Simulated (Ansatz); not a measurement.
**Several settings converged on the (110) slab of SrAl2 (cut from a parent of space group no. 74; 12 atoms in the cell)**

```yaml
crystal:
  lattice:
    - [6.05984, 0.00000, 0.00000]
    - [-7.01472, 5.98414, 0.00000]
    - [0.00000, 0.00000, 21.61880]
  atoms:
    - { symbol: Al, position: [0.32126, 0.03772, 0.41838] }
    - { symbol: Al, position: [0.67874, 0.61628, 0.39245] }
    - { symbol: Al, position: [0.32126, 0.30294, 0.48703] }
    - { symbol: Al, position: [0.67874, 0.35106, 0.32379] }
    - { symbol: Al, position: [0.32126, 0.76852, 0.60755] }
    - { symbol: Al, position: [0.67874, 0.34708, 0.58162] }
    - { symbol: Al, position: [0.32126, 0.03374, 0.67621] }
    - { symbol: Al, position: [0.67874, 0.08186, 0.51297] }
    - { symbol: Sr, position: [0.89934, 0.09397, 0.35812] }
    - { symbol: Sr, position: [0.10066, 0.56003, 0.45271] }
    - { symbol: Sr, position: [0.89934, 0.82477, 0.54729] }
    - { symbol: Sr, position: [0.10066, 0.29083, 0.64188] }
```

Base method: PBEsol, default PAW files made with PBE (plane waves; Ansatz, a program for electronic structure).

Base settings: basis.ecutwfc = 420 eV; kpoints.mp_grid.grid = 5 3 1; hamiltonian.xc = pbesol; hamiltonian.pseudopotentials = {kind: paw} (the program's default PAW files); scf.occupations.method = gaussian; scf.occupations.width = 0.1 eV.

The count of work is k-points × plane waves × bands × iterations; it is no time. 

**The vacuum**

The mesh stays at the base's, so the ladder's end is converged at best in this setting alone.

Only quantities that move along the ladder and can be compared are tabulated.

| vacuum between outermost atoms (Å) | free energy less the last step's (meV/atom) | largest difference of a force vector from the last step's (eV/Å) | count of work / last |
|---|---|---|---|
| 3.0 | -109.02 | 1.005 | 0.25 |
| 4.0 | -49.33 | 0.523 | 0.27 |
| 5.0 | -17.92 | 0.234 | 0.29 |
| 6.0 | -5.78 | 0.078 | 0.36 |
| 7.0 | -1.94 | 0.024 | 0.39 |
| 8.0 | -0.68 | 0.008 | 0.41 |
| 10.0 | -0.08 | 0.001 | 0.47 |
| 12.0 | -0.01 | 0.000 | 0.52 |
| 14.0 | 0.00 | 0.000 | 0.58 |
| 17.0 | 0.00 | 0.000 | 0.65 |
| 20.0 | 0.00 | 0.000 | 0.73 |
| 25.0 | 0.00 | 0.000 | 0.87 |
| 30.0 | 0.00 | 0.000 | 1.0 |

Smallest vacuum between outermost atoms (Å) that holds the free energy within 5 meV/atom of the last step, with all finer ones: 7.0, at 0.39 of the last step's count of work; the step before is off by 5.8 meV/atom.

Smallest vacuum between outermost atoms (Å) that holds the forces within 0.02 eV/Å of the last step, with all finer ones: 8.0, at 0.41 of the last step's count of work; the step before is off by 0.024 eV/Å.

**The plane-wave cutoff**

The mesh stays at the base's, so the ladder's end is converged at best in this setting alone.

Only quantities that move along the ladder and can be compared are tabulated.

| basis.ecutwfc | free energy less the last step's (meV/atom) | largest difference of a force vector from the last step's (eV/Å) | count of work / last |
|---|---|---|---|
| 210 eV | 233.94 | 0.099 | 0.13 |
| 250 eV | 86.82 | 0.074 | 0.16 |
| 295 eV | 24.09 | 0.034 | 0.21 |
| 355 eV | 3.90 | 0.002 | 0.27 |
| 420 eV | 0.36 | 0.000 | 0.35 |
| 505 eV | 0.10 | 0.000 | 0.46 |
| 630 eV | 0.04 | 0.000 | 0.65 |
| 840 eV | 0.00 | 0.000 | 1.0 |

Coarsest basis.ecutwfc that holds the free energy within 0.5 meV/atom of the last step, with all finer ones: 420 eV, at 0.35 of the last step's count of work; the step before is off by 3.9 meV/atom.

Coarsest basis.ecutwfc that holds the forces within 0.005 eV/Å of the last step, with all finer ones: 355 eV, at 0.27 of the last step's count of work; the step before is off by 0.034 eV/Å.

On the base run: the starting cell comes from a database of computed structures (which also holds hypothetical and non-ambient phases and stackings), without a prior relaxation at this level. The slab is cut from that crystal, and its faces are unrelaxed. Its lattice was rescaled by up to half a per cent.

Keys are those of Ansatz 0.2.
